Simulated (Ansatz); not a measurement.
Worked example: relaxation of cell and atoms of Ag (Fm-3m, 1 atom in the cell) in Ansatz (a first-principles code).

Method of the run: PBE (plane waves, PAW; Ansatz).

```
CELL_PARAMETERS angstrom
      0.00000     2.06080     2.06080
      2.06080     0.00000     2.06080
      2.06080     2.06080     0.00000
ATOMIC_POSITIONS crystal
  Ag 0.00000 0.00000 0.00000
```

Reference input (self-consistent single point, DFT, PBE, plane waves, default PAW files): kpoints.mp_grid.grid = 9 9 9; hamiltonian.xc = pbe; hamiltonian.pseudopotentials = {kind: paw} (the program's default PAW files); scf.occupations.method = gaussian; scf.occupations.width = 0.272 eV. This run's input differs from it in these lines:

```diff
@@ -18,2 +18,4 @@
     width: 0.272 eV
+relax:
+  cell: {}
 output:
```

Output, abridged:

```
   [... SCF lines of the steps left out ...]
relax step   1: F+E_penalty+E_count = -7590.57166056 eV  Δ(F+E_penalty+E_count) = +0.000e0 eV  max|allowed force component| = 0.000e0 eV/Å  Δτ_max = 0.0000 Å  P = +1.631 GPa  Ω = 17.504 Å³  (6 SCF iters, dr2 threshold 1.00e-7 eV, accepted)
relax step   2: F+E_penalty+E_count = -7590.57208602 eV  Δ(F+E_penalty+E_count) = -4.255e-4 eV  max|allowed force component| = 0.000e0 eV/Å  Δτ_max = 0.0000 Å  P = -1.149 GPa  Ω = 18.034 Å³  energy of the carried Pulay correction = -2.159e-4 eV  (5 [...]
   [... lines left out ...]
relax step   5: F+E_penalty+E_count = -7590.57315918 eV  Δ(F+E_penalty+E_count) = -6.293e-6 eV  max|allowed force component| = 0.000e0 eV/Å  Δτ_max = 0.0000 Å  P = -0.000 GPa  Ω = 17.800 Å³  energy of the carried Pulay correction = +4.386e-6 eV  (3 [...]
relax step   6: F+E_penalty+E_count = -7590.57315918 eV  Δ(F+E_penalty+E_count) = -4.693e-10 eV  max|allowed force component| = 0.000e0 eV/Å  Δτ_max = 0.0000 Å  P = -0.000 GPa  Ω = 17.800 Å³  stress off target by 8.44e-5 GPa  SCF on the basis [...]
basis re-selected at this cell: Δ(F+E_penalty+E_count) = -4.693e-10 eV, ΔP = +0.000 GPa vs the last step
Stability not checked: this state was not tested for a lower state beside it, because too few of the mixer's solves of this state at the end of the SCF gave a …
Free energy (F): -7590.573159 eV
Internal energy: -7590.568398 eV  (E = F + TS)
E sigma→0 (E₀):  -7590.570779 eV
Entropy (-TS):   -0.004761 eV (-4.761 meV/atom)
Fermi energy:    16.629491 eV
--- Forces (eV/Å), atoms counted from 1 ---
  atom   1  Ag    -0.00000000    -0.00000000     0.00000000
   [... lines left out ...]
to start a new deck from the relaxed geometry:
  cell:  # Å, volume = 17.8004 Å³
    - [-1.2419969316520704e-34, 2.0723651489701713, 2.0723651489701713]
    - [2.0723651489701713, 7.006136531569141e-35, 2.0723651489701713]
    - [2.0723651489701713, 2.0723651489701713, -4.1399897767276664e-35]
  atoms:
    - { symbol: Ag, position: [0.0, 0.0, 0.0] }
```

The run converged. 

Summary of the result:
- Free energy E − TS (on the zero of these files) = -7590.5732 eV
- Fermi level (on the code's own zero) = 16.63 eV
- Pressure = 0.00 GPa
- Final cell = a = 2.9308 Å, b = 2.9308 Å, c = 2.9308 Å, α = 60.00°, β = 60.00°, γ = 60.00°
- Final volume per atom = 17.80 Å³
- Relaxation steps = 6

The starting cell comes from a database of computed structures (which also holds hypothetical and non-ambient phases and stackings), without a prior relaxation at this level. Its lattice was rescaled by a random factor within 2.5 % of one. The relaxation keeps the symmetry of its start, so its end need not be a minimum. Ansatz's pressure includes its estimate of the finite-basis (Pulay) stress.

Keys are those of Ansatz 0.2.
